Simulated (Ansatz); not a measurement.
Start from CaO in the zinc blende structure (space group F-43m, No. 216; a = 5.213 Å; a hypothetical phase, not in the database extracts checked). Axes: x, y, z lie along the cube axes.

Calculations: r2SCAN (Ansatz, a program for electronic structure; PAW; 500 eV plane waves; without spin-orbit coupling).

The change: uniaxial strain ε_zz = +0.65 %, all other strain components held at zero; the atoms relax in the strained cell.

Q: Predict the stress tensor and what it implies for the stiffness.

A: Stress of the strained cell less that of the base (GPa, compression positive):
```
  -0.49    0.00    0.00
   0.00   -0.49    0.00
   0.00    0.00   -0.60
```

Then −Δσ_ii/ε with ε = 0.0065 gives relaxed-ion elastic constants: C33 ≈ 93 GPa, C13 ≈ 76 GPa and C23 ≈ 76 GPa.

Stability against distortions was not tested.
